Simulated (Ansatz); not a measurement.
The starting structures come from a database of crystals and need not be the phases stable at ambient conditions.

By PBEsol, the system below comes out a metal.

Without scattering a metal conducts by its projected Fermi surface.

Given:

```
NbRu
1.0
    4.31826     0.00000     0.00000
    2.15913     4.04878     0.00000
    2.15913    -1.15142     1.82649
Nb Ru
1 1
Direct
  0.00000   0.00000   0.00000
  0.00000   0.50000   0.50000
```

Space group of this cell: P4/mmm. The cell is taken as given; by PBEsol its mean pressure is -7.4 GPa.

The current flows along the normal of the first two printed cell vectors, the (111) plane of the conventional cell. No spin-orbit coupling; the value is a mean over 0.1 eV about the Fermi level.

Predict the ballistic conductance per area from Ansatz (a first-principles code) with PBEsol.

1.4 × 10¹⁵ S/m² for both spins.
